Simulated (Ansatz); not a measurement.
The parent structure is CuCl in the zinc blende structure (space group F-43m, No. 216; a = 5.424 Å).

All numbers come from plane-wave PAW DFT at the PBE level (Ansatz, a first-principles code, 420 eV), no SOC.

Before the change:

- Width of the top valence band = 1.08 eV
- Electron mass = 0.22 mₑ (at Γ)

It is then changed as follows: a hydrostatic pressure of 3 GPa.

Estimate the effect on the mean gap deformation potential ΔEg/Δln V.

The mean gap deformation potential ΔEg/Δln V amounts to -1.9 eV.

What happens to the width of the top valence band?

The width of the top valence band grows by 0.144 eV to 1.23 eV.

Estimate the effect on the electron mass.

The electron mass changes from 0.22 mₑ (at Γ) to 0.23 mₑ (at Γ).

Load acts through the strain it causes; cell and atoms are relaxed under it. Masses are band curvatures over ±0.01 Å⁻¹ around the edge. Whether these cells are dynamically stable was not tested. Tetrahedral semiconductors of this kind turn to denser phases somewhere between about 1 and 50 GPa; those were not computed, so compressed cells here can lie past the real transition. No Hubbard U is applied. All final runs are without spin polarisation.
